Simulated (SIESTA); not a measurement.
A self-consistent single point of HfBRh₃ (Pm-3m, 5 atoms in the cell) with SIESTA

Method of the run: GGA PBEsol, numerical atomic orbitals DZP, PseudoDojo PBEsol standard norm-conserving potentials (rewritten from UPF to PSML) (SIESTA).

The input file:

```
# files in the folder: Hf.psml B.psml Rh.psml (PseudoDojo PBEsol standard)
SystemName  HfBRh3
SystemLabel siesta

NumberOfAtoms                5
NumberOfSpecies              3
%block ChemicalSpeciesLabel
  1 72 Hf
  2 5 B
  3 45 Rh
%endblock ChemicalSpeciesLabel
LatticeConstant              1.0 Ang
%block LatticeVectors
     4.095260000    0.000000000    0.000000000
     0.000000000    4.095260000    0.000000000
     0.000000000    0.000000000    4.095260000
%endblock LatticeVectors
AtomicCoordinatesFormat      ScaledCartesian
%block AtomicCoordinatesAndAtomicSpecies
     0.000000000    0.000000000    0.000000000  1
     2.047630000    2.047630000    2.047630000  2
     0.000000000    2.047630000    2.047630000  3
     2.047630000    0.000000000    2.047630000  3
     2.047630000    2.047630000    0.000000000  3
%endblock AtomicCoordinatesAndAtomicSpecies

XC.functional                GGA
XC.authors                   PBEsol
PAO.BasisSize                DZP
PAO.EnergyShift              0.005 Ry
MeshCutoff                   400 Ry
%block kgrid.MonkhorstPack
    6   0   0  0.0
    0   6   0  0.0
    0   0   6  0.0
%endblock kgrid.MonkhorstPack
OccupationFunction           MP
OccupationMPOrder            0
ElectronicTemperature        0.05 eV

MaxSCFIterations             150
SCF.Mixer.Method             Pulay
SCF.Mixer.Weight             0.25
SCF.Mixer.History            6
SCF.DM.Tolerance             1.0E-04
Diag.ParallelOverK           true
WriteForces                  true
Charge.Mulliken              end
```

Log, with long lists cut:

```
reinit: Reading from file input.fdf

reinit: System Name: HfBRh3
reinit: System Label: siesta

coor:   Atomic-coordinates input format  =     Cartesian coordinates
coor:                                          (in units of alat)

siesta: Atomic coordinates (Bohr) and species
siesta:      0.00000   0.00000   0.00000  1        1
siesta:      3.86946   3.86946   3.86946  2        2
siesta:      0.00000   3.86946   3.86946  3        3
siesta:      3.86946   0.00000   3.86946  3        4
siesta:      3.86946   3.86946   0.00000  3        5

siesta: System type = bulk

initatomlists: Number of atoms, orbitals, and projectors:      5    89    94

siesta: ******************** Simulation parameters ****************************
redata: Spin configuration                          = none
redata: Time-Reversal Symmetry                      = T
redata: Number of Atomic Species                    =        3
redata: Mesh Cutoff                                 =   400.0000 Ry
redata: Net charge of the system                    =     0.0000 |e|
redata: Min. number of SCF Iter                     =        0
redata: Max. number of SCF Iter                     =      150
redata: SCF convergence failure will abort job
redata: SCF mix quantity                            = Hamiltonian
redata: Mix DM or H after convergence               =   F
redata: Recompute H after scf cycle                 =   F
redata: Mix DM in first SCF step                    =   T
redata: No kicks to SCF
redata: DM Mixing Weight for Kicks                  =     0.5000
redata: Require Harris convergence for SCF          =   F
redata: Harris energy tolerance for SCF             =     0.000100 eV
redata: Require DM convergence for SCF              =   T
redata: DM tolerance for SCF                        =     0.000100
redata: Require EDM convergence for SCF             =   F
redata: EDM tolerance for SCF                       =     0.001000 eV
   [... lines left out ...]
diag: Used triangular part                          = Lower
diag: Absolute tolerance                            =  0.100E-15
diag: Orthogonalization factor                      =  0.100E-05
diag: Memory factor                                 =  1.0000

superc: Internal auxiliary supercell:     5 x     5 x     5  =     125
superc: Number of atoms, orbitals, and projectors:    625  11125  11750

                        Single-point calculation

superc: Internal auxiliary supercell:     5 x     5 x     5  =     125
superc: Number of atoms, orbitals, and projectors:    625  11125  11750

outcell: Unit cell vectors (Ang):
        4.095260    0.000000    0.000000
        0.000000    4.095260    0.000000
        0.000000    0.000000    4.095260

outcell: Cell vector modules (Ang)   :    4.095260    4.095260    4.095260
outcell: Cell angles (23,13,12) (deg):     90.0000     90.0000     90.0000
outcell: Cell volume (Ang**3)        :     68.6822
new_DM -- step:     1
Initializing Density Matrix...

Attempting to read DM from file... Failed...
DM filled with atomic data:

InitMesh: MESH = 50 x 50 x 50 = 125000
InitMesh: Mesh cutoff (required, used) =   400.000   411.983 Ry

stepf: Methfessel-Paxton step function
       Using Hermite-Gauss polynomials of order  0
        iscf     Eharris(eV)        E_KS(eV)     FreeEng(eV)     dDmax    Ef(eV) dHmax(eV)
   scf:    1   -11110.415653   -11171.187310   -11171.189353  1.392102 -2.420925 10.357864
   scf:    2   -11187.517309   -11183.670241   -11183.670924  0.411328 -4.128099  6.035087
   scf:    3   -11184.949412   -11184.503614   -11184.505092  0.086635 -4.142312  2.127036
   scf:    4   -11184.777122   -11184.665116   -11184.665780  0.076749 -4.325593  0.835916
   scf:    5   -11184.715934   -11184.696383   -11184.697037  0.050476 -4.436842  0.049937
   scf:    6   -11184.695320   -11184.696202   -11184.696829  0.006278 -4.462205  0.056372
   scf:    7   -11184.696369   -11184.696534   -11184.697169  0.003588 -4.450084  0.020701
   scf:    8   -11184.696409   -11184.696540   -11184.697176  0.001117 -4.453962  0.033029
   scf:    9   -11184.696590   -11184.696582   -11184.697217  0.000632 -4.453286  0.000605
   scf:   10   -11184.696581   -11184.696582   -11184.697217  0.000018 -4.453342  0.000108
SCF Convergence by DM+H criterion
max |DM_out - DM_in|         :     0.0000184717
max |H_out - H_in|      (eV) :     0.0001082569
SCF cycle converged after 10 iterations

Using DM_out to compute the final energy and forces

siesta: E_KS(eV) =           -11184.6966

siesta: E_KS - E_eggbox =    -11184.6966

siesta: Atomic forces (eV/Ang):
     1   -0.000000    0.000000    0.000000
     2    0.000000    0.000000    0.000000
     3   -0.000000    0.000000    0.000000
     4   -0.000000   -0.000000    0.000000
     5   -0.000000    0.000000   -0.000000
   Tot   -0.000000   -0.000000    0.000000
   Max    0.000000
   Res    0.000000    sqrt( Sum f_i^2 / 3N )
   Max    0.000000    constrained

Stress tensor Voigt[x,y,z,yz,xz,xy] (kbar):       21.85       21.85       21.85       -0.00       -0.00        0.00
(Free)E + p*V (eV/cell)   -11185.6339
Target enthalpy (eV/cell)   -11184.6972

siesta: Program's energy decomposition (eV):
siesta: Ebs     =     -2043.417206
siesta: Eions   =     16251.154632
siesta: Ena     =      2662.142493
siesta: Ekin    =      3607.176551
siesta: Enl     =       641.305374
siesta: Eso     =         0.000000
siesta: Edftu   =         0.000000
siesta: DEna    =       107.808695
siesta: DUscf   =         3.429890
siesta: DUext   =         0.000000
siesta: Ex      =     -1821.980095
siesta: Ec      =      -133.424856
siesta: Exc     =     -1955.404951
siesta: Eharris =    -11184.696581
siesta: Etot    =    -11184.696582
siesta: FreeEng =    -11184.697217

siesta: Stress tensor (static) (eV/Ang**3):
siesta:     0.013638    0.000000    0.000000
siesta:     0.000000    0.013638   -0.000000
siesta:    -0.000000   -0.000000    0.013638

siesta: Cell volume =         68.682238 Ang**3

siesta: Pressure (static):
siesta:                Solid            Molecule  Units
siesta:          -0.00014854         -0.00014854  Ry/Bohr**3
siesta:          -0.01363790         -0.01363790  eV/Ang**3
siesta:         -21.85033060        -21.85033060  kBar

mulliken: Atomic and Orbital Populations:

Species: Hf
Atom  Qatom  Qorb
               5s      6s      6s      5py     5pz     5px     6py     6pz
   [... lines left out ...]

             -0.054  -0.092  -0.054

Species: B
Atom  Qatom  Qorb
               2s      2s      2py     2pz     2px     2py     2pz     2px
               3Pdxy   3Pdyz   3Pdz2   3Pdxz   3Pdx2-y2
   2  3.481   0.964   0.259   0.171   0.171   0.171   0.454   0.454   0.454
              0.096   0.096   0.048   0.096   0.048

Species: Rh
Atom  Qatom  Qorb
               4s      5s      5s      4py     4pz     4px     5py     5pz
               5px     4dxy    4dyz    4dz2    4dxz    4dx2-y2 4dxy    4dyz
               4dz2    4dxz    4dx2-y2
   3 17.113   1.913   0.162   0.289   1.973   1.973   1.946   0.315   0.315
              0.271   1.580   1.780   1.605   1.580   1.458  -0.049  -0.062

              0.013  -0.049   0.099
   4 17.113   1.913   0.162   0.289   1.946   1.973   1.973   0.271   0.315
              0.315   1.580   1.580   1.605   1.780   1.458  -0.049  -0.049

              0.013  -0.062   0.099
   5 17.113   1.913   0.162   0.289   1.973   1.946   1.973   0.315   0.271
              0.315   1.780   1.580   1.385   1.580   1.679  -0.062  -0.049

              0.142  -0.049  -0.030

mulliken: Qtot =       66.000

Mulliken Atomic Populations:
Atom #   charge [q] valence [e]  Species
     1     0.819064   11.180936  Hf
     2    -0.481291    3.481291  B
     3    -0.112595   17.112595  Rh
     4    -0.112595   17.112595  Rh
     5    -0.112583   17.112583  Rh
 Total    -0.000000
```

The run converged in 10 iterations.

The starting cell comes from a database of computed structures (which also holds hypothetical and non-ambient phases and stackings), without a prior relaxation at this level. Spin polarisation is off. Values carry the incompleteness of an atom-centred basis.

Cost on one core of a shared machine: roughly 70 s.
